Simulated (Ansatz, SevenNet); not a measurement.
## How the lattice constant a of Si3N4 (P6₃/m, No. 176) moves with the method

No measured value is used here.

| level (code) | value (Å) |
|---|---|
| SevenNet-0 | 7.660 |
| LDA (Ansatz) | 7.574 |
| PBE (Ansatz) | 7.663 |
| PBEsol (Ansatz) | 7.624 |
| PBE-D3(BJ) (Ansatz) | (withheld) |
| r²SCAN (Ansatz) | 7.605 |
| r²SCAN+rVV10 (Ansatz) | (withheld) |

Q: What belongs in the gaps?

A: 
- PBE-D3(BJ) (Ansatz, a first-principles code), value (Å): 7.619
- r²SCAN+rVV10 (Ansatz), value (Å): 7.597

Cutoffs differ between the levels. Ansatz's density-functional and Hartree–Fock values are scalar-relativistic unless marked +SOC, with PAW data made under PBE.

Machine-learned potentials (SevenNet-0) are trained on DFT data: a solid inside that data is no test of them.
